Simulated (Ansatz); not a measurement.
Consider O vacancy in monoclinic HfO2, charge state +2. Computed with PBE, PAW (plane waves to 420 eV; Ansatz, an electronic-structure program).

96-site cell at the relaxed PBE lattice, the Γ point alone, smearing 0.01 eV, spin-restricted, no finite-size correction. Energies are static. Spin-orbit coupling is left out. The charge state is imposed; whether it is stable for some Fermi level was not computed. Forms of the defect that were not tried may lie lower.

Barriers: single points on a 2×2×2 k-point mesh shifted by half a step at the bands' geometries.

The step: a nearby O atom hops onto the vacant site. Atoms about the jump, Cartesian Å from the middle of the jump, before and after:

```json
[
 {"atom": "O1", "x0": "0.18", "y0": "0.31", "z0": "-1.19", "x1": "-0.18", "y1": "-0.31", "z1": "1.19"},
 {"atom": "Hf2", "x0": "1.14", "y0": "1.31", "z0": "0.40", "x1": "1.05", "y1": "1.25", "z1": "0.64"},
 {"atom": "Hf3", "x0": "-2.13", "y0": "-1.57", "z0": "0.90", "x1": "-1.90", "y1": "-1.45", "z1": "0.94"},
 {"atom": "Hf4", "x0": "1.46", "y0": "-1.03", "z0": "-2.14", "x1": "1.59", "y1": "-1.18", "z1": "-2.24"},
 {"atom": "O5", "x0": "-2.57", "y0": "-0.02", "z0": "-0.45", "x1": "-2.56", "y1": "0.06", "z1": "-0.49"},
 {"atom": "O6", "x0": "-0.71", "y0": "2.14", "z0": "0.30", "x1": "-0.69", "y1": "2.17", "z1": "0.06"},
 {"atom": "O7", "x0": "2.65", "y0": "0.04", "z0": "-0.50", "x1": "2.23", "y1": "0.06", "z1": "-0.61"},
 {"atom": "O8", "x0": "-0.70", "y0": "-2.83", "z0": "0.17", "x1": "-0.71", "y1": "-2.97", "z1": "0.22"},
 {"atom": "Hf9", "x0": "-1.47", "y0": "1.55", "z0": "-1.67", "x1": "-1.68", "y1": "1.69", "z1": "-1.74"},
 {"atom": "O10", "x0": "-0.23", "y0": "-2.18", "z0": "-2.49", "x1": "-0.26", "y1": "-2.02", "z1": "-2.34"},
 {"atom": "O11", "x0": "1.77", "y0": "0.07", "z0": "2.03", "x1": "2.16", "y1": "0.12", "z1": "2.16"},
 {"atom": "O12", "x0": "2.10", "y0": "-2.50", "z0": "-0.71", "x1": "2.16", "y1": "-2.54", "z1": "-0.72"},
 {"atom": "O13", "x0": "-1.14", "y0": "-2.04", "z0": "2.70", "x1": "-1.14", "y1": "-2.13", "z1": "2.83"},
 {"atom": "O14", "x0": "1.62", "y0": "-2.57", "z0": "1.94", "x1": "1.66", "y1": "-2.58", "z1": "1.91"},
 {"atom": "O15", "x0": "-2.11", "y0": "0.10", "z0": "-3.10", "x1": "-2.12", "y1": "0.15", "z1": "-3.09"}
]
```

**Question.** Give the saddle-point geometry and the barrier.

**Answer.** 
```
atom      x      y      z
----  -----  -----  -----
O1    -0.08  -0.33  -0.15
Hf2    1.08   1.25   0.50
Hf3   -1.83  -1.42   0.75
Hf4    1.48  -1.13  -2.08
O5    -2.68   0.08  -0.50
O6    -0.70   2.25   0.14
O7     2.53   0.06  -0.54
O8    -0.72  -3.03   0.20
Hf9   -1.62   1.64  -1.68
O10   -0.24  -2.18  -2.44
O11    1.90   0.09   2.13
O12    2.13  -2.55  -0.66
O13   -1.07  -1.99   2.66
O14    1.64  -2.58   1.96
O15   -2.11   0.12  -3.08
```
It lies 0.85 eV above the start and 0.85 eV above the end. The saddle point's order was not checked.
